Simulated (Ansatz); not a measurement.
The reference is PbS (space group P6_3/mmc, No. 194; a = 4.951 Å, c = 5.916 Å; a hypothetical phase, not in the database extracts checked).

Levels (all Ansatz, a first-principles code, PAW): PBEsol (420 eV, without spin-orbit coupling); r2SCAN (500 eV, no SOC); HSE06 (420 eV, no spin-orbit coupling).

At the geometry relaxed with PBEsol, these levels gave the following band gaps, in shuffled order: (a) 1.29 eV, (b) 1.91 eV, (c) 1.68 eV.

Match each gap to its level.

(a) PBEsol; (b) HSE06; (c) r2SCAN.

Single points use the geometry relaxed with PBEsol. HSE06 gaps are upper bounds (no full band path). Spin-orbit coupling, missing from the scalar runs, can matter with Pb. Whether these cells are dynamically stable was not tested. The base started in P6_3mc and relaxed to P6_3/mmc at this level.
